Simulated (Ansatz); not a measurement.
The structure below was relaxed with Kohn–Sham DFT with the PBE functional, run in Ansatz (a first-principles code) with PAW and 420 eV plane waves, spin-orbit coupling left out, earlier PAW set, at pressure 9 GPa.

Space group R3c, hexagonal axes (No. 161); a = b = 5.058 Å, c = 13.726 Å, α = β = 90.00°, γ = 120.00°

| atom | site | symmetry | x | y | z |
|---|---|---|---|---|---|
| Li | 6a | 3. | 0.0000 | 0.0000 | 0.2987 |
| Nb | 6a | 3. | 0.0000 | 0.0000 | 0.0155 |
| O | 18b | 1 | 0.0368 | 0.3464 | 0.0787 |

Write out a cell with all atoms.


```xyz
30
Lattice="5.0585 0.0000 0.0000 -2.5292 4.3807 0.0000 0.0000 0.0000 13.7257" Properties=species:S:1:pos:R:3 pbc="T T T"
Li     0.0000     0.0000     4.0996
Li     2.5292     1.4602     1.8120
Nb     0.0000     0.0000     0.2125
Nb     0.0000     2.9205     2.5001
O      1.5599     3.0244     1.0804
O     -0.8699     4.2194     1.0804
O     -0.6899     1.5176     1.0804
O      3.2192     0.0574     3.3680
O      3.3992     2.7592     3.3680
O      0.9693     1.5642     3.3680
Li     2.5292     1.4602     8.6748
Li     0.0000     2.9205     6.3872
Nb     2.5292     1.4602     4.7877
Nb     0.0000     0.0000     7.0753
O      1.5599     0.1039     5.6556
O      4.1885     1.2989     5.6556
O      1.8393     2.9779     5.6556
O      0.6899     1.5176     7.9432
O      0.8699     4.2194     7.9432
O     -1.5599     3.0244     7.9432
Li     0.0000     2.9205    13.2501
Li     0.0000     0.0000    10.9625
Nb     0.0000     2.9205     9.3629
Nb     2.5292     1.4602    11.6506
O      4.0891     1.5642    10.2308
O      1.6593     2.7592    10.2308
O      1.8393     0.0574    10.2308
O      3.2192     2.9779    12.5185
O      0.8699     1.2989    12.5185
O      3.4986     0.1039    12.5185
```
This is the conventional cell.

Load acts through the strain it causes; cell and atoms are relaxed under it. No phonon test of stability was made. No other phases were tried under pressure. The cell was made from LiNbO3 (space group R3c, No. 161) by this change: pressure 9 GPa.
